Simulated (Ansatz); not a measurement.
Adsorption energy and surface dipole of F on the 1x1 (100) surface of rock-salt MgO (cut with top plane Mg + O), one in a 2x2 cell, started at the site 'hollow Mg-Mg-O-O', worked from the runs' numbers; total energies count from the potentials' own zero.

Host crystal: rock-salt MgO, with a band gap (PBE, scalar-relativistic without spin-orbit coupling).

All values below come from RPBE, at the PBE geometry (plane waves to 420 eV, PAW; Ansatz, a program for electronic structure).

Slab: 33 atoms, 6.4 Å thick at the start under the adsorbate (thin: gaps and levels are the slab's own); k 3x3x1, smearing 0.01 eV, dipole-corrected; single point; on the structure that PBE left under its start's symmetry; spin-polarised, ending with about 1.0 μB a cell; orders that need a larger cell were not tried, no spin-orbit, no U, no dispersion correction. The program's check for a lower electronic state was not made. At the end it is bonded to 2 Mg. In PBE this state lies 0.03 eV over the lowest of the starts that converged ('bridge Mg-O (span 2.1 Å)').

| quantity | value |
|---|---|
| slab with the adsorbate | -40782.838 eV |
| clean slab, same cell and mesh | -39974.140 eV |
| reference, ½ F2(g) | -807.793 eV |
| area of the cell | 36.19 Å² |
| change of the step from the bottom to the top vacuum level | 1.413 eV |

Task: What is the adsorption energy against this reference?

Result: E(slab + adsorbate) − E(slab) − E(reference) = -0.91 eV, so in this state the adsorbate is more stable than in the reference, at a coverage of 2.76 a nm².

Task: What dipole does adsorption add to the slab along the outward normal (Helmholtz relation, ε₀ = 0.005526 e/(V·Å))?

Result: p = −ε₀·A·ΔV = -0.283 e·Å = -1.36 D; its negative end points to the vacuum, which raises the vacuum level.
